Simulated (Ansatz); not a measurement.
Electronic density of states of amorphous Si₁₈Na₁₂O₄₂, density 2.23 g/cm³, on a 2×2×2 Γ-centred mesh with a Gaussian width of 0.1 eV; energies count from the Fermi level, whose place inside the gap is arbitrary. Cell and mesh are small, so fine structure isn't converged. All values below come from PBE, scalar-relativistic without spin-orbit coupling (plane waves to 420 eV, PAW; Ansatz, a program for electronic structure). Sampling: a 2×2×2 Γ-centred mesh; Fermi-Dirac width 0.02 eV; no spin polarisation. At PBE the levels at the filled edge of the gap are localised (band-tail or defect states), and the nearest spread-out levels lie 4.3 eV apart at the zone centre.

It comes from a melt-quench run on a machine-learned potential (CHGNet), relaxed afterwards by DFT. O atoms were pushed apart under 1.9 Å during the dynamics, to hinder bonds among them. The hot cell started wider than the set density and was brought back towards it in steps. It is the lowest in DFT energy of 2 quenches. It is a model cell: composition and starting density were chosen by hand, and all elements were melted together. No dispersion term was used. Its density started from a set value of 2.35 and ended at 2.23 g/cm³. The simulated quench (nominally 260 K/ps over its main leg) is rapid and tends to freeze in more defects than a deposited or slowly cooled glass has. One small periodic cell is one sample of the glass; other quenches scatter about these values. Volume and shape were free in the relaxation.

(E - EF (eV), states/(eV atom)): (-12.00, 0.00); (-11.90, 0.00); (-11.80, 0.02); (-11.70, 0.11); (-11.60, 0.13); (-11.50, 0.08); (-11.40, 0.10); (-11.30, 0.09); (-11.20, 0.08); (-11.10, 0.13); (-11.00, 0.13); (-10.90, 0.11); (-10.80, 0.12); (-10.70, 0.11); (-10.60, 0.13); (-10.50, 0.18); (-10.40, 0.16); (-10.30, 0.11); (-10.20, 0.15); (-10.10, 0.14); (-10.00, 0.13); (-9.90, 0.14); (-9.80, 0.13); (-9.70, 0.18); (-9.60, 0.19); (-9.50, 0.16); (-9.40, 0.17); (-9.30, 0.17); (-9.20, 0.14); (-9.10, 0.15); (-9.00, 0.15); (-8.90, 0.15); (-8.80, 0.14); (-8.70, 0.12); (-8.60, 0.22); (-8.50, 0.31); (-8.40, 0.30); (-8.30, 0.31); (-8.20, 0.38); (-8.10, 0.38); (-8.00, 0.30); (-7.90, 0.28); (-7.80, 0.32); (-7.70, 0.24); (-7.60, 0.22); (-7.50, 0.26); (-7.40, 0.24); (-7.30, 0.19); (-7.20, 0.15); (-7.10, 0.15); (-7.00, 0.22); (-6.90, 0.16); (-6.80, 0.06); (-6.70, 0.13); (-6.60, 0.24); (-6.50, 0.37); (-6.40, 0.32); (-6.30, 0.26); (-6.20, 0.32); (-6.10, 0.41); (-6.00, 0.48); (-5.90, 0.53); (-5.80, 0.53); (-5.70, 0.55); (-5.60, 0.57); (-5.50, 0.51); (-5.40, 0.51); (-5.30, 0.61); (-5.20, 0.66); (-5.10, 0.67); (-5.00, 0.69); (-4.90, 0.65); (-4.80, 0.66); (-4.70, 0.66); (-4.60, 0.70); (-4.50, 0.73); (-4.40, 0.74); (-4.30, 0.76); (-4.20, 0.81); (-4.10, 0.79); (-4.00, 0.76); (-3.90, 0.78); (-3.80, 0.75); (-3.70, 0.62); (-3.60, 0.52); (-3.50, 0.48); (-3.40, 0.30); (-3.30, 0.19); (-3.20, 0.23); (-3.10, 0.35); (-3.00, 0.48); (-2.90, 0.52); (-2.80, 0.57); (-2.70, 0.68); (-2.60, 0.80); (-2.50, 0.75); (-2.40, 0.47); (-2.30, 0.34); (-2.20, 0.40); (-2.10, 0.34); (-2.00, 0.32); (-1.90, 0.34); (-1.80, 0.19); (-1.70, 0.03); (-1.60, 0.00); (-1.50, 0.00); (-1.40, 0.00); (-1.30, 0.00); (-1.20, 0.00); (-1.10, 0.00); (-1.00, 0.00); (-0.90, 0.00); (-0.80, 0.00); (-0.70, 0.00); (-0.60, 0.00); (-0.50, 0.00); (-0.40, 0.00); (-0.30, 0.00); (-0.20, 0.00); (-0.10, 0.00); (0.00, 0.00); (0.10, 0.00); (0.20, 0.00); (0.30, 0.00); (0.40, 0.00); (0.50, 0.00); (0.60, 0.00); (0.70, 0.00); (0.80, 0.00); (0.90, 0.00); (1.00, 0.00); (1.10, 0.00); (1.20, 0.00); (1.30, 0.00); (1.40, 0.00); (1.50, 0.00); (1.60, 0.00); (1.70, 0.01); (1.80, 0.02); (1.90, 0.01); (2.00, 0.00); (2.10, 0.00); (2.20, 0.01); (2.30, 0.05); (2.40, 0.10); (2.50, 0.05); (2.60, 0.01); (2.70, 0.05); (2.80, 0.10); (2.90, 0.10); (3.00, 0.10); (3.10, 0.09); (3.20, 0.06); (3.30, 0.05); (3.40, 0.05); (3.50, 0.04); (3.60, 0.06); (3.70, 0.14); (3.80, 0.14); (3.90, 0.10); (4.00, 0.16); (4.10, 0.18); (4.20, 0.18); (4.30, 0.20); (4.40, 0.22); (4.50, 0.20); (4.60, 0.19); (4.70, 0.19); (4.80, 0.19); (4.90, 0.18); (5.00, 0.21); (5.10, 0.22); (5.20, 0.26); (5.30, 0.32); (5.40, 0.38); (5.50, 0.44); (5.60, 0.49); (5.70, 0.46); (5.80, 0.46); (5.90, 0.53); (6.00, 0.49); (6.10, 0.49); (6.20, 0.51)

The level gap on this mesh is 3.63 eV; the broadening fills part of it in the curve.
